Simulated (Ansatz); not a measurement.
Start from WS2 (space group P6_3/mmc, No. 194; a = 3.154 Å, c = 12.141 Å; layered, stacked along the Cartesian z axis). Axes: x lies along a and z along c of the hexagonal cell.

Structures relaxed with PBE-D3(BJ)/PAW in Ansatz (a quantum-chemistry and plane-wave program), no SOC.

Base:

Simulated powder pattern, Cu Kα1, λ = 1.54056 Å (kinematic, ideal powder, no thermal factors, no anomalous dispersion; the 10 strongest lines at most, above 2 %, up to 2θ = 90°):

| 2θ (°) | I/Imax (%) | hkl |
|---|---|---|
| 14.58 | 100 | (002) |
| 32.76 | 22 | (100) |
| 33.60 | 37 | (101) |
| 36.03 | 18 | (102) |
| 39.78 | 67 | (103) |
| 50.23 | 31 | (105) |
| 58.47 | 16 | (110) |
| 60.61 | 16 | (112) |
| 73.06 | 11 | (203) |
| 89.56 | 11 | (118) |

It is then changed as follows: tensile biaxial strain of 1.80 % in the plane normal to [001], as in epitaxy on a mismatched substrate; the out-of-plane cell vector and the atoms relax.

After the change:

Simulated powder pattern, Cu Kα1, λ = 1.54056 Å (kinematic, ideal powder, no thermal factors, no anomalous dispersion; the 10 strongest lines at most, above 2 %, up to 2θ = 90°):

| 2θ (°) | I/Imax (%) | hkl |
|---|---|---|
| 14.66 | 100 | (002) |
| 32.16 | 23 | (100) |
| 33.03 | 39 | (101) |
| 35.52 | 18 | (102) |
| 39.35 | 69 | (103) |
| 49.99 | 32 | (105) |
| 57.34 | 17 | (110) |
| 59.53 | 17 | (112) |
| 71.77 | 12 | (203) |
| 88.94 | 11 | (118) |

The indices refer to the base's conventional cell; one index is shown for lines that coincide.

Whether these cells are dynamically stable was not tested.
